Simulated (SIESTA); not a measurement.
Input and output of a self-consistent single point for TaNbAl6 (P4/mmm, 8 atoms in the cell) (SIESTA)

Level of theory: GGA PBEsol, numerical atomic orbitals TZP, PseudoDojo PBEsol standard norm-conserving potentials (rewritten from UPF to PSML) in SIESTA 5.4.2.

Input as run:

```
# files in the folder: Ta.psml Al.psml Nb.psml (PseudoDojo PBEsol standard)
SystemName  TaNbAl6
SystemLabel TaNbAl6

NumberOfAtoms                8
NumberOfSpecies              3
%block ChemicalSpeciesLabel
  1 73 Ta
  2 13 Al
  3 41 Nb
%endblock ChemicalSpeciesLabel
LatticeConstant              1.0 Ang
%block LatticeVectors
     3.910031000    0.000000000    0.000000000
     0.000000000    3.910031000    0.000000000
     0.000000000    0.000000000    8.705428000
%endblock LatticeVectors
AtomicCoordinatesFormat      ScaledCartesian
%block AtomicCoordinatesAndAtomicSpecies
     1.955015500    1.955015500    4.352714000  1
     1.955015500    1.955015500    0.000000000  2
     0.000000000    0.000000000    4.352714000  2
     0.000000000    1.955015500    2.185932971  2
     0.000000000    1.955015500    6.519495029  2
     1.955015500    0.000000000    2.185932971  2
     1.955015500    0.000000000    6.519495029  2
     0.000000000    0.000000000    0.000000000  3
%endblock AtomicCoordinatesAndAtomicSpecies

XC.functional                GGA
XC.authors                   PBEsol
PAO.BasisSize                TZP
PAO.EnergyShift              0.005 Ry
MeshCutoff                   400 Ry
%block kgrid.MonkhorstPack
    7   0   0  0.0
    0   7   0  0.0
    0   0   3  0.0
%endblock kgrid.MonkhorstPack
OccupationFunction           FD
ElectronicTemperature        0.05 eV

MaxSCFIterations             150
SCF.Mixer.Method             Pulay
SCF.Mixer.Weight             0.25
SCF.Mixer.History            8
SCF.DM.Tolerance             1.0E-04
Diag.ParallelOverK           true
WriteForces                  true
```

Output, abridged:

```
reinit: Reading from file input.fdf

reinit: System Name: TaNbAl6
reinit: System Label: TaNbAl6

coor:   Atomic-coordinates input format  =     Cartesian coordinates
coor:                                          (in units of alat)

siesta: Atomic coordinates (Bohr) and species
siesta:      3.69444   3.69444   8.22544  1        1
siesta:      3.69444   3.69444   0.00000  2        2
siesta:      0.00000   0.00000   8.22544  2        3
siesta:      0.00000   3.69444   4.13081  2        4
siesta:      0.00000   3.69444  12.32006  2        5
siesta:      3.69444   0.00000   4.13081  2        6
siesta:      3.69444   0.00000  12.32006  2        7
siesta:      0.00000   0.00000   0.00000  3        8

siesta: System type = bulk

initatomlists: Number of atoms, orbitals, and projectors:      8   152   158

siesta: ******************** Simulation parameters ****************************
redata: Spin configuration                          = none
redata: Time-Reversal Symmetry                      = T
redata: Number of Atomic Species                    =        3
redata: Mesh Cutoff                                 =   400.0000 Ry
redata: Net charge of the system                    =     0.0000 |e|
redata: Min. number of SCF Iter                     =        0
redata: Max. number of SCF Iter                     =      150
redata: SCF convergence failure will abort job
redata: SCF mix quantity                            = Hamiltonian
redata: Mix DM or H after convergence               =   F
redata: Recompute H after scf cycle                 =   F
redata: Mix DM in first SCF step                    =   T
redata: No kicks to SCF
redata: DM Mixing Weight for Kicks                  =     0.5000
redata: Require Harris convergence for SCF          =   F
redata: Harris energy tolerance for SCF             =     0.000100 eV
redata: Require DM convergence for SCF              =   T
redata: DM tolerance for SCF                        =     0.000100
redata: Require EDM convergence for SCF             =   F
redata: EDM tolerance for SCF                       =     0.001000 eV
redata: Require H convergence for SCF               =   T
redata: Hamiltonian tolerance for SCF               =     0.001000 eV
redata: Require (free) Energy convergence for SCF   =   F
redata: (free) Energy tolerance for SCF             =     0.000100 eV
redata: Using DFT-D3 dispersion                     =   F
redata: Using Saved Data (generic)                  =   F
redata: Method of Calculation                       = Diagonalization
redata: Electronic Temperature                      =   580.2259 K
redata: Number of TDED substeps                     =        3
redata: Dynamics option                             = Single-point calculation
redata: Save all siesta data in one NC              =   F
redata: ***********************************************************************

%block SCF.Mixers
  Pulay
%endblock SCF.Mixers

%block SCF.Mixer.Pulay
  # Mixing method
  method pulay
  variant stable

  # Mixing options
  weight 0.2500
  weight.linear 0.2500
  history 8
%endblock SCF.Mixer.Pulay

DM_history_depth set to one: no extrapolation allowed by default for geometry relaxation
Size of DM history Fstack: 1
Total number of electrons:    44.000000
Total ionic charge:    44.000000

* ProcessorY, Blocksize:    1  64

* Orbital distribution balance (max,min):   152   152

 Kpoints in:           84 . Kpoints trimmed:           74

siesta: k-grid: Number of k-points = 74
siesta: k-points from Monkhorst-Pack grid
siesta: k-cutoff (effective) =    13.058 Ang
siesta: k-point supercell and displacements
siesta: k-grid:     7     0     0      0.000
siesta: k-grid:     0     7     0      0.000
siesta: k-grid:     0     0     3      0.000

diag: Algorithm                                     = D&C
diag: Parallel over k                               =   F
diag: Use parallel 2D distribution                  =   F
diag: Parallel block-size                           = 64
diag: Parallel distribution                         =     1 x     1
diag: Used triangular part                          = Lower
diag: Absolute tolerance                            =  0.100E-15
diag: Orthogonalization factor                      =  0.100E-05
diag: Memory factor                                 =  1.0000

superc: Internal auxiliary supercell:     5 x     5 x     3  =      75
superc: Number of atoms, orbitals, and projectors:    600  11400  11850

                        Single-point calculation

superc: Internal auxiliary supercell:     5 x     5 x     3  =      75
superc: Number of atoms, orbitals, and projectors:    600  11400  11850

outcell: Unit cell vectors (Ang):
        3.910031    0.000000    0.000000
        0.000000    3.910031    0.000000
        0.000000    0.000000    8.705428

outcell: Cell vector modules (Ang)   :    3.910031    3.910031    8.705428
outcell: Cell angles (23,13,12) (deg):     90.0000     90.0000     90.0000
outcell: Cell volume (Ang**3)        :    133.0916
new_DM -- step:     1
Initializing Density Matrix...

Attempting to read DM from file... Failed...
DM filled with atomic data:

InitMesh: MESH = 48 x 48 x 108 = 248832
InitMesh: Mesh cutoff (required, used) =   400.000   416.509 Ry

stepf: Fermi-Dirac step function

        iscf     Eharris(eV)        E_KS(eV)     FreeEng(eV)     dDmax    Ef(eV) dHmax(eV)
   scf:    1    -3788.284205    -3836.734740    -3836.751289  1.859587 -4.517115 11.995136
   scf:    2    -3847.284488    -3845.315279    -3845.324706  0.197114 -5.324015  2.394814
   scf:    3    -3844.646907    -3845.233941    -3845.242110  0.045104 -5.313985  2.579386
   scf:    4    -3845.515316    -3845.473366    -3845.482042  0.015460 -5.332511  0.681980
   scf:    5    -3845.543805    -3845.513329    -3845.522689  0.033493 -5.356493  0.218730
   scf:    6    -3845.516923    -3845.515901    -3845.525350  0.008751 -5.357155  0.044348
   scf:    7    -3845.515567    -3845.515876    -3845.525418  0.001800 -5.360642  0.043644
   scf:    8    -3845.516043    -3845.515978    -3845.525489  0.000352 -5.359731  0.010306
   scf:    9    -3845.516039    -3845.516011    -3845.525497  0.000505 -5.360331  0.000833
   scf:   10    -3845.516011    -3845.516011    -3845.525497  0.000025 -5.360272  0.001258
   scf:   11    -3845.516008    -3845.516010    -3845.525498  0.000035 -5.360330  0.000143

SCF Convergence by DM+H criterion
max |DM_out - DM_in|         :     0.0000351320
max |H_out - H_in|      (eV) :     0.0001430989
SCF cycle converged after 11 iterations

Using DM_out to compute the final energy and forces

siesta: E_KS(eV) =            -3845.5160

siesta: E_KS - E_eggbox =     -3845.5160

siesta: Atomic forces (eV/Ang):
     1   -0.000000    0.000000   -0.000000
     2    0.000000   -0.000000    0.000000
     3    0.000000    0.000000   -0.000000
     4   -0.000000   -0.000000   -0.017509
     5    0.000000   -0.000000    0.017509
     6   -0.000000   -0.000000   -0.017510
     7   -0.000000   -0.000000    0.017510
     8    0.000000   -0.000000    0.000000
   Tot    0.000000   -0.000000   -0.000000
   Max    0.017510
   Res    0.007148    sqrt( Sum f_i^2 / 3N )
   Max    0.017510    constrained

Stress tensor Voigt[x,y,z,yz,xz,xy] (kbar):       82.82       82.82       77.41        0.00        0.00        0.00
(Free)E + p*V (eV/cell)    -3852.2556
Target enthalpy (eV/cell)    -3845.5255

siesta: Program's energy decomposition (eV):
siesta: Ebs     =      -977.806911
siesta: Eions   =      6502.836770
siesta: Ena     =      2018.149551
siesta: Ekin    =      1096.684855
siesta: Enl     =       399.734500
siesta: Eso     =         0.000000
siesta: Edftu   =         0.000000
siesta: DEna    =        70.742378
siesta: DUscf   =         2.284832
siesta: DUext   =         0.000000
siesta: Ex      =      -847.267117
siesta: Ec      =       -83.008239
siesta: Exc     =      -930.275356
siesta: Eharris =     -3845.516008
siesta: Etot    =     -3845.516010
siesta: FreeEng =     -3845.525498

siesta: Stress tensor (static) (eV/Ang**3):
siesta:     0.051695    0.000000   -0.000000
siesta:     0.000000    0.051695    0.000000
siesta:     0.000000    0.000000    0.048313

siesta: Cell volume =        133.091564 Ang**3

siesta: Pressure (static):
siesta:                Solid            Molecule  Units
siesta:          -0.00055075         -0.00055489  Ry/Bohr**3
siesta:          -0.05056731         -0.05094739  eV/Ang**3
siesta:         -81.01776661        -81.62672309  kBar
```

The run converged in 11 iterations.

The starting cell comes from a database of computed structures (which also holds hypothetical and non-ambient phases and stackings), without a prior relaxation at this level. Its lattice was rescaled by a random factor within 2.5 % of one. Spin polarisation is off. Values carry the incompleteness of an atom-centred basis. With a pressure of about -8 GPa the cell is away from its equilibrium volume at this level.

Cost on one core of a shared machine: roughly 4 min.
